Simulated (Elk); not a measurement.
A self-consistent single point of Cu3Au (Pm-3m, 4 atoms in the cell) with Elk

Level of theory: PBE, all-electron FP-LAPW, Elk's shipped species files, default APW+lo basis in Elk.

Input:

```
tasks
  0

xctype
  20

rgkmax
  7.0

rmtscf
  0.92

stype
  0

swidth
  0.00999582

scale
  7.194393337

avec
    1.0000000000    0.0000000000    0.0000000000
    0.0000000000    1.0000000000    0.0000000000
    0.0000000000    0.0000000000    1.0000000000

atoms
  2   : nspecies
  'Cu.in'   : spfname
  3   : natoms; atposl, bfcmt below
  0.0000000000  0.5000000000  0.5000000000    0.0 0.0 0.0
  0.5000000000  0.0000000000  0.5000000000    0.0 0.0 0.0
  0.5000000000  0.5000000000  0.0000000000    0.0 0.0 0.0
  'Au.in'   : spfname
  1   : natoms; atposl, bfcmt below
  0.0000000000  0.0000000000  0.0000000000    0.0 0.0 0.0

ngridk
  9 9 9
```

The program printed (abridged):

```
│ Elk code version 10.2.4 │

All units are atomic (Hartree, Bohr, etc.)

│ Ground-state run starting from atomic densities │

Lattice vectors :
   7.194393337       0.000000000       0.000000000
   0.000000000       7.194393337       0.000000000
   0.000000000       0.000000000       7.194393337

Unit cell volume      :    372.3767306
Brillouin zone volume :   0.6661270511

Muffin-tin inner radius fraction :   0.1000000000E-01

Nuclei treated as point charges

Species :    1 (Cu)
 parameters loaded from : Cu.in
 name : copper
 nuclear charge    :   -29.00000000
 electronic charge :    29.00000000
 atomic mass :    115837.2717
 muffin-tin radius :    2.208000000
 number of radial points in muffin-tin :    497
 atomic positions (lattice), magnetic fields (Cartesian) :
   1 :   0.00000000  0.50000000  0.50000000    0.00000000  0.00000000  0.00000000
   2 :   0.50000000  0.00000000  0.50000000    0.00000000  0.00000000  0.00000000
   3 :   0.50000000  0.50000000  0.00000000    0.00000000  0.00000000  0.00000000

Species :    2 (Au)
 parameters loaded from : Au.in
 name : gold
 nuclear charge    :   -79.00000000
 electronic charge :    79.00000000
 atomic mass :    359048.0559
 muffin-tin radius :    2.576000000
 number of radial points in muffin-tin :    697
 atomic positions (lattice), magnetic fields (Cartesian) :
   1 :   0.00000000  0.00000000  0.00000000    0.00000000  0.00000000  0.00000000

Total number of atoms per unit cell :    4

Spin treatment :
 spin-unpolarised

Number of Bravais lattice symmetries :   48
Number of crystal symmetries         :   48
Crystal has inversion symmetry
Real symmetric eigensolver will be used

k-point grid :      9     9     9
k-point offset :    0.000000000       0.000000000       0.000000000
k-point set is reduced with full crystal symmetry group
Total number of k-points :       35

Muffin-tin radius times maximum |G+k| :    7.000000000
 using average radius
Maximum |G+k| for APW functions       :    3.043478261
Maximum (1/2)|G+k|²                   :    4.631379962
Maximum |G| for potential and density :    12.00000000
 potential will be trimmed for |G| > 2 gkmax
Constant for pseudocharge density :    8
Radial integration step length :    4

G-vector grid sizes :     28    28    28
Number of G-vectors :    10827

Maximum angular momentum used for
 APW functions                      :    8
 outer part of muffin-tin           :    6
 inner part of muffin-tin           :    1

Total nuclear charge    :   -166.0000000
Total core charge       :    84.00000000
Total valence charge    :    82.00000000
Total excess charge     :    0.000000000
Total electronic charge :    166.0000000

Effective Wigner radius, rₛ :   0.8120733887

Number of empty states         :   16
Total number of valence states :   57
Total number of core states    :   84

Total number of local-orbitals :   82

Exchange-correlation functional :     20     0     0
 Perdew-Burke-Ernzerhof, Phys. Rev. Lett. 77, 3865 (1996)
 gradient requirement :    1
 generalised gradient approximation (GGA)

Smearing type :    0
 Gaussian
Smearing width :   0.9995820000E-02
Effective electronic temperature (K) :    3156.430308

Mixing type :    3
 Broyden mixing, J. Phys. A: Math. Gen. 17, L317 (1984)

Kohn-Sham potential initialised from atomic data

│ Self-consistent loop started │
│ Loop number : 1 │
 total energy                :     -23970.8669881
│ Loop number : 2 │
 total energy                :     -23973.0147056
RMS change in Kohn-Sham potential (target) :   0.4014439912     (  0.1000000000E-05)
Absolute change in total energy (target)   :    2.147717434     (  0.1000000000E-03)
│ Loop number : 3 │
 total energy                :     -23976.8774591
RMS change in Kohn-Sham potential (target) :   0.3788932758     (  0.1000000000E-05)
Absolute change in total energy (target)   :    4.399682928     (  0.1000000000E-03)
│ Loop number : 4 │
 total energy                :     -23982.8591744
RMS change in Kohn-Sham potential (target) :   0.3124025355     (  0.1000000000E-05)
Absolute change in total energy (target)   :    7.081635972     (  0.1000000000E-03)
│ Loop number : 5 │
 total energy                :     -23989.5737640
RMS change in Kohn-Sham potential (target) :   0.2462980842     (  0.1000000000E-05)
Absolute change in total energy (target)   :    8.484998623     (  0.1000000000E-03)
│ Loop number : 6 │
 total energy                :     -24003.3669901
RMS change in Kohn-Sham potential (target) :   0.1045889817     (  0.1000000000E-05)
Absolute change in total energy (target)   :    15.91447572     (  0.1000000000E-03)
│ Loop number : 7 │
 total energy                :     -24012.8594747
RMS change in Kohn-Sham potential (target) :   0.9970423135E-02 (  0.1000000000E-05)
Absolute change in total energy (target)   :    13.47110354     (  0.1000000000E-03)
│ Loop number : 8 │
 total energy                :     -24013.1832173
RMS change in Kohn-Sham potential (target) :   0.2026688441E-02 (  0.1000000000E-05)
Absolute change in total energy (target)   :    3.691518479     (  0.1000000000E-03)
│ Loop number : 9 │
 total energy                :     -24013.2705146
RMS change in Kohn-Sham potential (target) :   0.8848918050E-03 (  0.1000000000E-05)
Absolute change in total energy (target)   :    1.010176903     (  0.1000000000E-03)
│ Loop number : 10 │
 total energy                :     -24013.3281480
RMS change in Kohn-Sham potential (target) :   0.1842596606E-03 (  0.1000000000E-05)
Absolute change in total energy (target)   :   0.3101776520     (  0.1000000000E-03)
│ Loop number : 11 │
 total energy                :     -24013.3160915
RMS change in Kohn-Sham potential (target) :   0.7040545499E-04 (  0.1000000000E-05)
Absolute change in total energy (target)   :   0.6548788396E-01 (  0.1000000000E-03)
│ Loop number : 12 │
 total energy                :     -24013.3079329
RMS change in Kohn-Sham potential (target) :   0.2551160558E-04 (  0.1000000000E-05)
Absolute change in total energy (target)   :   0.8213428897E-02 (  0.1000000000E-03)
│ Loop number : 13 │
 total energy                :     -24013.3035426
RMS change in Kohn-Sham potential (target) :   0.5589878591E-05 (  0.1000000000E-05)
Absolute change in total energy (target)   :   0.2336990983E-02 (  0.1000000000E-03)
│ Loop number : 14 │
 total energy                :     -24013.3024024
RMS change in Kohn-Sham potential (target) :   0.5186460682E-06 (  0.1000000000E-05)
Absolute change in total energy (target)   :   0.1724429771E-02 (  0.1000000000E-03)
│ Loop number : 15 │
 total energy                :     -24013.3023619
RMS change in Kohn-Sham potential (target) :   0.7608704471E-06 (  0.1000000000E-05)
Absolute change in total energy (target)   :   0.4716299190E-03 (  0.1000000000E-03)
│ Loop number : 16 │
 total energy                :     -24013.3023180
RMS change in Kohn-Sham potential (target) :   0.3726008629E-06 (  0.1000000000E-05)
Absolute change in total energy (target)   :   0.1617481576E-03 (  0.1000000000E-03)
│ Loop number : 17 │
 total energy                :     -24013.3022943
RMS change in Kohn-Sham potential (target) :   0.1716266148E-06 (  0.1000000000E-05)
Absolute change in total energy (target)   :   0.6411674985E-04 (  0.1000000000E-03)
Convergence targets achieved

│ Loop number : 18 │

Energies :
 Fermi                       :     0.265521912158
 sum of eigenvalues          :     -14561.8502115
 electron kinetic            :      26936.9162393
 core electron kinetic       :      25500.0505752
 Coulomb                     :     -50381.5234809
 Coulomb potential           :     -40756.6233718
 nuclear-nuclear             :     -2005.96696367
 electron-nuclear            :     -55994.4896626
 Hartree                     :      7618.93314538
 Madelung                    :     -30003.2117950
 xc potential                :     -742.143079032
 exchange                    :     -559.720195283
 correlation                 :     -8.97483406612
 total energy                :     -24013.3022709

Density of states at Fermi energy :    27.22987317
 (states/Hartree/unit cell)

Estimated indirect band gap :   0.7403321797E-02
 from k-point     25 to k-point     13
Estimated direct band gap   :   0.9908722022E-02
 at k-point     23

Charges :
 core                        :    84.00000000
 valence                     :    82.00000000
 interstitial                :    5.009127314
 muffin-tins (core leakage)
  species :    1 (Cu)
   atom    1                 :    27.75153144     (  0.4681134107E-03)
   atom    2                 :    27.75153144     (  0.4681134107E-03)
   atom    3                 :    27.75153144     (  0.4681134107E-03)
  species :    2 (Au)
   atom    1                 :    77.73627838     (  0.3278277934E-03)
 total in muffin-tins        :    160.9908727
 total calculated charge     :    165.9792370
 total charge                :    166.0000000
 error                       :   0.2076301593E-01

│ Self-consistent loop stopped │
```

The run converged in 18 iterations. The count includes the last loop, which Elk runs after its targets are met.

The starting cell comes from a database of computed structures (which also holds hypothetical and non-ambient phases and stackings), without a prior relaxation at this level. Its lattice was rescaled by a random factor within 2.5 % of one. Spin-orbit coupling is off. Spin polarisation is off. Values depend on the basis (sphere radii, cutoffs, local orbitals), which need not be converged. The log's line on a gap gives a spacing of levels on this mesh, which the program prints for metals too.

Cost on one core of a shared machine: roughly 50 s.
